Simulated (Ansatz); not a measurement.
Effect of uniaxial strain ε_xx = −1.07 % on Ag

Start from Ag in the hcp (Mg type) structure (space group P6_3/mmc, No. 194; a = 2.860 Å, c = 4.712 Å; relaxed with 0.1 eV smearing). Axes: x lies along a and z along c of the hexagonal cell.

The change: uniaxial strain ε_xx = −1.07 %, all other strain components held at zero, atoms relaxed at fixed cell.

Calculations: DFT with PBEsol, PAW potentials and a 420 eV plane-wave cutoff in Ansatz (a program for electronic structure), no spin-orbit coupling, earlier PAW set. Γ-centred 23×23×12 mesh, Fermi–Dirac width 0.1 eV.

```tsv
quantity	base	changed	shift
volume per atom	16.69 Å³	16.51 Å³	-0.18 Å³
energy relative to the base (free energy F)	0 meV/atom	+1.0 meV/atom	+1.0 meV/atom
pressure (mean of the normal stresses, compression positive)	0.0 GPa	1.3 GPa	+1.3 GPa
band gap	zero	zero	–
stress (xx, yy, zz, yz, xz, xy; compression positive)	–	(1.9, 1.2, 0.9, 0.0, 0.0, 0.0) GPa	–
```

Stability against distortions was not tested. This is not the structure that Ag has at room temperature and ambient pressure.
